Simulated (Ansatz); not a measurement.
Given:

```yaml
crystal:
  lattice:
    - [5.33923, 0.00000, 0.00000]
    - [2.66962, 4.62391, 0.00000]
    - [2.66962, -1.54130, 2.25794]
  atoms:
    - { symbol: Tl, position: [0.00000, 0.00000, 0.00000] }
    - { symbol: Br, position: [0.00000, 0.50000, 0.50000] }
```

No spin polarisation.

Computed with LDA/PAW in Ansatz (a quantum-chemistry and plane-wave program), no spin-orbit coupling. k-mesh 9×9×9 (Γ-centred); smearing 0.05 eV (Fermi–Dirac).

Problem. Predict the gap character, electron mass and pressure.

Solution. Gap character: indirect, L → T
Electron mass: 0.15 mₑ along k, 0.48 mₑ across (at R)
Pressure (mean of the normal stresses, compression positive): 0.59 GPa

With Tl present, leaving out spin-orbit coupling can change the band edges. The cells carry an imposed strain or load. Masses are band curvatures over ±0.01 Å⁻¹ around the edge. Along k means along the line from Γ to the band edge. Whether these cells are dynamically stable was not tested. The cell was made from TlBr in the CsCl type structure (space group Pm-3m, No. 221) by this change: biaxial strain −1.67 %, plane normal [111], relaxed out of plane.
